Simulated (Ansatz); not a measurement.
Cost and result by functional for the surface energy of the (31-43) surface of hcp Zr in its 1x1 cell, outermost plane spacing 0.12 Å in the ideal cut, in Ansatz (plane waves, PAW). Single points on the PBE structure, on one kind of machine; costs are rough ratios of the slab run's core time (references not counted) to the cheapest single point. r2SCAN's cost holds its higher cutoff (500 against 420 eV). Differences are taken against r2SCAN for comparison alone: no measured value is at hand, so the table doesn't rank accuracy.

Model: 30-atom slab, 10.0 Å thick at the start (thin: gaps and levels are the slab's own), 6x4x1 mesh, Fermi-Dirac 0.1 eV, dipole correction, all atoms relaxed; start symmetry kept, larger cells not searched; no spin, no spin-orbit, no U. These notes are the PBE run's.

```json
[
 {"functional": "PBEsol", "relative cost": "1", "surface energy (J/m²)": "1.85", "less r2SCAN (J/m²)": "0.02"},
 {"functional": "LDA", "relative cost": "1", "surface energy (J/m²)": "1.89", "less r2SCAN (J/m²)": "0.06"},
 {"functional": "RPBE", "relative cost": "1", "surface energy (J/m²)": "1.58", "less r2SCAN (J/m²)": "-0.25"},
 {"functional": "r2SCAN", "relative cost": "2", "surface energy (J/m²)": "1.83", "less r2SCAN (J/m²)": "0.00"},
 {"functional": "PBE (the relaxed run's value)", "relative cost": "–", "surface energy (J/m²)": "1.69", "less r2SCAN (J/m²)": "-0.14"}
]
```

The values span 0.31 J/m², while the single points' costs differ by a factor of roughly 2. Differences are of unrounded values.

Ansatz is a quantum-chemistry and plane-wave program.
